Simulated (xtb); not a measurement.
xtb 6.7.1, GFN1-xTB: Zn(Br)(OMe)(tmeda) (C[O][Zn]1([Br])<-[N](C)(C)CC[N]->1(C)C), 31 atoms. The geometry is a generated start, not checked to be a minimum at this level.

```
Item                                                                                                           Result
------------------------  -------------------------------------------------------------------------------------------
method                                                                                                       GFN1-xTB
--acc                                                                                                     1 (default)
--etemp (K)                                                                                             300 (default)
detailed input (--input)  none: ANC optimiser, Lindh (1995) Hessian, microcycle=20, maxdispl=1.0, hlow=0.01 (default)
basis functions                                                                                                    92
valence electrons                                                                                                  72
```

Charge 0 and multiplicity 1 are set for this test and not shown to be the ground state.

The structure is relaxed from this start with --opt LEVEL for the levels crude, sloppy, loose, lax, normal, tight, vtight, extreme, once each. Up to the end of the extreme run atoms move by at most 0.72 Å along an axis.

What is the loosest level that ends within 20 meV of the extreme run, and how many cycles does it take?

lax: 34 cycles against 68, ending 3.7 meV above.

```
level    cycles  energy above the extreme run (meV)  gradient norm (eV/Å)
-------  ------  ----------------------------------  --------------------
crude         5                                  77                  0.40
sloppy        8                                  65                  0.20
loose        10                                  62                  0.13
lax          34                                 3.7                 0.070
normal       38                                 2.8                 0.031
tight        57                                0.16                0.0074
vtight       68                          under 0.01                0.0019
extreme      68                                   —                0.0019
```
